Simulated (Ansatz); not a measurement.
**InSb: pressure series**

The reference is InSb in the zinc blende structure (space group F-43m, No. 216).

```
InSb
1.0
    0.00000     3.27863     3.27863
    3.27863     0.00000     3.27863
    3.27863     3.27863     0.00000
Sb In
1 1
Direct
  0.75000   0.75000   0.75000
  0.00000   0.00000   0.00000
```

Cell and atoms are relaxed at each pressure.

Level of theory: DFT with r2SCAN, PAW potentials and a 500 eV plane-wave cutoff in Ansatz (a program for electronic structure), no SOC, earlier PAW set.

Notes on the quantities. enthalpy: H = E + PV relative to the base's energy.

```csv
case,enthalpy,volume per atom
base,–,35.24 Å³
pressure −2 GPa,-0.45 eV/atom,37.15 Å³
pressure −1 GPa,-0.22 eV/atom,36.12 Å³
pressure 3 GPa,+0.64 eV/atom,33.20 Å³
pressure 7 GPa,+1.44 eV/atom,31.24 Å³
pressure 15 GPa,+2.93 eV/atom,28.58 Å³
pressure 30 GPa,+5.45 eV/atom,25.52 Å³
pressure 50 GPa,+8.47 eV/atom,23.03 Å³
pressure 75 GPa,+11.89 eV/atom,21.00 Å³
pressure 100 GPa,+15.05 eV/atom,19.56 Å³
```

Load acts through the strain it causes; cell and atoms are relaxed under it. Whether these cells are dynamically stable was not tested. Tetrahedral semiconductors of this kind turn to denser phases somewhere between about 1 and 50 GPa; those were not computed, so compressed cells here can lie past the real transition. All final runs are without spin polarisation.
